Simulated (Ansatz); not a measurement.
**CaF2: 6 layers**

Take CaF₂ in the fluorite structure (space group Fm-3m, No. 225; a = 5.439 Å) as the base. Axes: x, y, z lie along the cube axes.

It is then changed as follows: a free-standing slab of 6 layers (18 atoms, 3 a layer) is cut normal to [111], with 15 Å of vacuum and the in-plane cell held at bulk.

The values are results of r2SCAN (Ansatz, a first-principles code, PAW, no spin-orbit coupling), not measurements. Γ-centred 10×10×1 mesh, Fermi–Dirac width 0.05 eV, for the changed cell.

```csv
quantity,base,changed,shift
layer's space group (with vacuum),–,P-3m1 (No. 164),–
shortest interatomic distance,2.355 Å,2.340 Å,-0.015 Å
band gap,8.03 eV,7.65 eV,-0.38 eV
gap character,–,"indirect, M → Γ",–
smallest direct gap,8.29 eV,7.86 eV,-0.43 eV
excess energy per area of both faces (slab less bulk energy over the cell's area: twice a surface energy),–,0.99 J/m²,–
thickness between the outermost nuclei,–,17.28 Å,–
change of the spacing d12 from its bulk value of 0.785 Å,–,+1.7 %,–
change of the spacing d23 from its bulk value of 0.785 Å,–,+0.7 %,–
```

The excess energy carries the mismatch between the slab's and the bulk's meshes. Stability against distortions was not tested. Labels are those of the standard path for the cell's own space group.
